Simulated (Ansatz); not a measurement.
Results of LDA (Ansatz, a quantum-chemistry and plane-wave program, PAW) for SrTaNO2 (Pm, No. 6, 15 atoms in the cell; start mp-754505).

Numerical settings: plane-wave cutoff 520 eV, 6×8×4 k mesh (along the axes of the cell as run), Fermi–Dirac smearing 0.01 eV, scalar-relativistic PAW data made under PBE.

Cell (relaxed with PBEsol):

```cif
data_N3O6Sr3Ta3
_chemical_formula_sum 'Sr3 Ta3 N3 O6'
_space_group_name_H-M_alt 'P 1'
_space_group_IT_number 1
_cell_length_a 5.74773
_cell_length_b 3.96532
_cell_length_c 9.04707
_cell_angle_alpha 90.000
_cell_angle_beta 107.722
_cell_angle_gamma 90.000
loop_
_space_group_symop_operation_xyz
  'x, y, z'
loop_
_atom_site_label
_atom_site_type_symbol
_atom_site_fract_x
_atom_site_fract_y
_atom_site_fract_z
_atom_site_occupancy
Sr1 Sr 0.84996 0.50000 0.67577 1
Sr2 Sr 0.52204 0.50000 0.00393 1
Sr3 Sr 0.17495 0.50000 0.33329 1
Ta1 Ta 0.33771 0.00000 0.65903 1
Ta2 Ta 0.02109 0.00000 0.00904 1
Ta3 Ta 0.68003 0.00000 0.34451 1
N1 N 0.00703 0.00000 0.49521 1
N2 N 0.50950 0.00000 0.50482 1
N3 N 0.32893 0.00000 0.16108 1
O1 O 0.32675 0.50000 0.68271 1
O2 O 0.97377 0.50000 0.98866 1
O3 O 0.66974 0.50000 0.31896 1
O4 O 0.64157 0.00000 0.84159 1
O5 O 0.13030 0.00000 0.82278 1
O6 O 0.82666 0.00000 0.15861 1
```

Predict the band gap and smallest direct gap on the k points sampled.


- band gap: 0.92 eV
- smallest direct gap on the k points sampled: 1.00 eV

Note: cell and atoms aren't relaxed at this level (pressure -4.8 GPa).

Spin–orbit coupling is not included.

Computing time: roughly 3 core-minutes.

A start named mp-… is a Materials Project structure, which need not be a measured phase.
